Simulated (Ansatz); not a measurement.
The parent structure is BAs in the zinc blende structure (space group F-43m, No. 216; a = 4.809 Å).

Calculations: PBE (Ansatz, a first-principles code), spin-orbit coupling left out, earlier PAW set.

One change was made to it. Results:

The density increases by 0.27 g/cm³ (5.12 g/cm³ → 5.39 g/cm³); the smallest direct gap goes up by 0.065 eV, from 3.25 eV to 3.32 eV; the gap character is still indirect, Γ → Γ–X (82 % along); the width of the top valence band goes up by 0.30 eV, from 5.07 eV to 5.37 eV.

### Question
Name the change that was made.
A) pressure 0.3 GPa
B) pressure 3 GPa
C) pressure 1.5 GPa
D) pressure 7.5 GPa
E) pressure −2 GPa

### Answer
D, pressure 7.5 GPa. For comparison, the density in the other runs: pressure 1.5 GPa gives 5.18 g/cm³; pressure −2 GPa gives 5.04 g/cm³; pressure 3 GPa gives 5.23 g/cm³; pressure 0.3 GPa gives 5.13 g/cm³.

Load acts through the strain it causes; cell and atoms are relaxed under it. Whether these cells are dynamically stable was not tested. Competing high-pressure phases were not computed.
